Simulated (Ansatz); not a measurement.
Input and output of a self-consistent single point for CdHgSe2 (R3m, 4 atoms in the cell) (Ansatz, a program for electronic structure).

Level of theory: PBEsol, default PAW files made with PBE (plane waves; Ansatz).

The change in words: lattice scaled by 0.98; basis.ecutwfc: 30.9 Ry → 46.3 Ry. Reference geometry:
```xyz
4
Lattice="2.1704 1.2531 7.0811 -2.1704 1.2531 7.0811 0.0000 -2.5062 7.0811" Properties=species:S:1:pos:R:3 pbc="T T T"
Cd     0.0000     0.0000    10.6786
Hg     0.0000     0.0000    21.2400
Se     0.0000     0.0000    18.5708
Se     0.0000     0.0000     7.9789
```

Reference input (self-consistent single point, DFT, PBEsol, plane waves, default PAW files made with PBE): basis.ecutwfc = 30.9 Ry; kpoints.mp_grid.grid = 5 5 5; hamiltonian.xc = pbesol; hamiltonian.pseudopotentials = {kind: paw} (the program's default PAW files); scf.occupations.method = gaussian; scf.occupations.width = 0.0073 Ry. This run's input differs from it in these lines:

Ansatz 0.2 input:
```diff
@@ -2,5 +2,5 @@
   lattice:
-    - [2.170394, 1.253077, 7.081050]
-    - [-2.170394, 1.253077, 7.081050]
-    - [0.000000, -2.506154, 7.081050]
+    - [2.126986, 1.228015, 6.939429]
+    - [-2.126986, 1.228015, 6.939429]
+    - [0.000000, -2.456031, 6.939429]
   atoms:
@@ -11,3 +11,3 @@
 basis:
-  ecutwfc: 30.9 Ry
+  ecutwfc: 46.3 Ry
 kpoints:
```

Log, with long lists cut:

```
SCF iter   1: F=—  HF=-32701.968474 eV  |F-HF|=—  |Δ(HF+E_count)|=         —  Δρ=3.78e-3  dr2=1.98e-2  ethr=1.77e-3  ⟨swp⟩=6.4  Hψ=3071  notcnv=0  defer=7
all-band conjugate gradients solve this SCF's bands
preconditioner: auto → Resta (q_TF=auto, 2.547 Å⁻¹)
SCF iter   2: F=—  HF=-32701.964136 eV  |F-HF|=—  |Δ(HF+E_count)|=   4.34e-3  Δρ=1.59e-3  dr2=4.34e-3  ethr=2.75e-5  ⟨swp⟩=2.2  Hψ=1440  notcnv=0  defer=9
   [... lines left out ...]
SCF iter   4: F=—  HF=-32701.963621 eV  |F-HF|=—  |Δ(HF+E_count)|=   1.65e-4  Δρ=2.06e-4  dr2=6.30e-5  ethr=7.50e-7  ⟨swp⟩=2.0  Hψ=1126  notcnv=0  defer=9
SCF iter   5: F=—  HF=-32701.963641 eV  |F-HF|=—  |Δ(HF+E_count)|=   1.98e-5  Δρ=7.40e-5  dr2=7.11e-6  ethr=8.74e-8  ⟨swp⟩=2.0  Hψ=1221  notcnv=0  defer=9
SCF iter   6: F=—  HF=-32701.963647 eV  |F-HF|=—  |Δ(HF+E_count)|=   6.33e-6  Δρ=2.73e-5  dr2=6.23e-7  ethr=9.88e-9  ⟨swp⟩=2.0  Hψ=1428  notcnv=0  defer=9
SCF iter   7: F=-32701.963648 eV  HF=-32701.963648 eV  |F-HF|=2.60e-8  |Δ(HF+E_count)|=   1.01e-6  Δρ=9.49e-6  dr2=8.14e-8  ethr=1.39e-10  ⟨swp⟩=9.9  Hψ=3686  notcnv=0
SCF 1 converged in 7 iterations: F = -32701.963648 eV  dr2 = 8.14e-8
Free energy (F): -32701.963648 eV
Internal energy: -32701.962120 eV  (E = F + TS)
E sigma→0 (E₀):  -32701.962884 eV
Entropy (-TS):   -0.001529 eV (-0.382 meV/atom)
Fermi energy:    8.660685 eV
--- Forces (eV/Å), atoms counted from 1 ---
  atom   1  Cd    -0.00000000     0.00000001    -0.28245162
  atom   2  Hg     0.00000000    -0.00000000     0.04059832
  atom   3  Se     0.00000000    -0.00000000     0.03924451
  atom   4  Se     0.00000000    -0.00000000     0.20258364
--- Stress (GPa, compression-positive) ---
        3.130791      -0.000000       0.000000
       -0.000000       3.130791       0.000000
        0.000000       0.000000       2.050668
  P = ⅓ Tr σ = 2.7708 GPa (27.708 kbar)
  The stress holds the Pulay correction. Without it, at fixed plane waves, as pw.x and ABINIT print it: P = 2.7670 GPa
```

The run converged in 7 iterations. Against the reference run the free energy goes up by 9.0 meV/atom, the pressure goes from -0.64 to 2.77 GPa and the largest force goes from 0.242 to 0.282 eV/Å.

The starting cell comes from a database of computed structures (which also holds hypothetical and non-ambient phases and stackings), without a prior relaxation at this level. Its lattice was rescaled by up to half a per cent. One atom was moved a little off its site on purpose. For this run, on top of that: lattice scaled by 0.98. Ansatz's pressure includes its estimate of the finite-basis (Pulay) stress. The run gives no clean gap (levels at the Fermi energy touch, overlap or are partly filled at this smearing), which alone does not show that the compound is a metal.
